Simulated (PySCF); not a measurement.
PySCF 2.14.0, unrestricted B3LYP/def2-svpd, df: Sb(I)2 ([I][Sb][I]), charge 0, multiplicity 2, 3 atoms. The geometry is a generated start, not checked to be a minimum at this level.

| Item | Value |
|---|---|
| task | energy |
| method | b3lyp |
| basis | def2-svpd |
| two-electron scheme | density fitting |
| mol.max_memory | 3000 MB |
| mf.max_cycle | 100 |
| mf.conv_tol | 1e-09 (default) |
| mf.grids.level | 3 (default) |
| effective core potentials | those of the basis set, past Kr |
| basis functions | 102 |
| grid points | 65880 |

```xyz
3

Sb     0.9101     0.6095     0.4895
I     -0.7554     1.2369    -1.6072
I     -0.1547    -1.8464     1.1177
```

Charge 0 and multiplicity 2 are set for this test and not shown to be the ground state.

With the defaults (mf.DIIS = CDIIS, mf.diis = true, mf.level_shift = 0, mf.init_guess = minao, mf.diis_space = 8, mf.damp = 0, mf.diis_start_cycle = 1, newton = off) it converges in 16 Fock builds. One run each on 2 threads, 1 BLAS thread, with these changes:
- mf.diis_space = 12
- mf.init_guess = mod_huckel
- mf.level_shift = 0.1 Hartree
- mf.DIIS = EDIIS
- mf.damp = 0.7, mf.diis_start_cycle = 8
- mf.DIIS = ADIIS
- mf.level_shift = 1 Hartree
- newton = Hessian by the SCF's own integrals
- mf.diis = false

**Question.** Name the settings that don't reach the solution of the defaults.

**Answer.** No convergence: mf.DIIS = EDIIS; mf.diis = false (the run ends without SCF convergence in 100 cycles). The rest reach the solution of the defaults.

```csv
setting,Fock builds,end
mf.init_guess = mod_huckel,15,same solution
the defaults,16,same solution
mf.diis_space = 12,16,same solution
mf.level_shift = 0.1 Hartree,17,same solution
"mf.damp = 0.7, mf.diis_start_cycle = 8",18,same solution
mf.DIIS = ADIIS,21,same solution
newton = Hessian by the SCF's own integrals,42,same solution
mf.level_shift = 1 Hartree,47,same solution
mf.DIIS = EDIIS,101,no convergence
mf.diis = false,101,no convergence
```

Under newton the count holds the products with the orbital Hessian.
